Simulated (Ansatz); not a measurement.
**A computed series for BP: pressure series**

Start from BP in the zinc blende structure (space group F-43m, No. 216; a = 4.536 Å).

Cell and atoms are relaxed at each pressure.

Calculations: Ansatz (a program for electronic structure), r2SCAN, PAW, cutoff 500 eV, no spin-orbit coupling, earlier PAW set.

```tsv
pressure (GPa)	volume per atom (Å³/atom)
-2	11.810
-1	11.738
0	11.669
1.8	11.547
9	11.116
18	10.666
30	?
45	9.671
60	9.258
```

Question: Fit the third-order Birch–Murnaghan form P(V) = (3B₀/2)[(V₀/V)^(7/3) − (V₀/V)^(5/3)]·[1 + (3/4)(B₀′ − 4)((V₀/V)^(2/3) − 1)] (squares taken in P) to the rows shown and predict the withheld row.

Answer: Least squares on the printed values gives V₀ = 11.668 Å³/atom, B₀ = 170 GPa, B₀′ = 3.7; this predicts 10.172 Å³/atom, and the run gives 10.172 Å³/atom, in agreement.

Measured bulk modulus of BP: 176.5 GPa (static lattice; corrected from measurement; as listed in Tamar Goldzak et al., The Journal of Chemical Physics (2022)); the computed value is 4 % below it.

Load acts through the strain it causes; cell and atoms are relaxed under it. Whether these cells are dynamically stable was not tested. Competing high-pressure phases were not computed.
